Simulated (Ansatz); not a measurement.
Adsorption energy and surface dipole of H on graphene, one in a 3x3 cell, started at the site 'top C', worked from the runs' numbers; total energies count from the potentials' own zero.

The numbers are results of PBE (plane waves to 420 eV, PAW; Ansatz, a quantum-chemistry and plane-wave program), not measurements.

Model: 19-atom slab, 4x4x1 mesh, Fermi-Dirac 0.05 eV, dipole correction, 1 atoms held, the rest relaxed; no symmetry held; spin-polarised, no spin-orbit, no U, no dispersion correction. At the end it is bonded to C. In PBE it is, or lies within 0.03 eV of, the lowest of the starts that converged.

| quantity | value |
|---|---|
| slab with the adsorbate | -4531.315 eV |
| clean slab, same cell and mesh | -4516.912 eV |
| reference, ½ H2(g) | -15.872 eV |
| area of the cell | 47.42 Å² |
| change of the step from the bottom to the top vacuum level | -0.386 eV |

### Question
What is the adsorption energy against this reference?

### Answer
E(slab + adsorbate) − E(slab) − E(reference) = 1.47 eV, so in this state the adsorbate is less stable than in the reference, at a coverage of 2.11 a nm².

### Question
What dipole does adsorption add to the slab along the outward normal (Helmholtz relation, ε₀ = 0.005526 e/(V·Å))?

### Answer
p = −ε₀·A·ΔV = 0.101 e·Å = 0.49 D; its positive end points to the vacuum, which lowers the vacuum level.
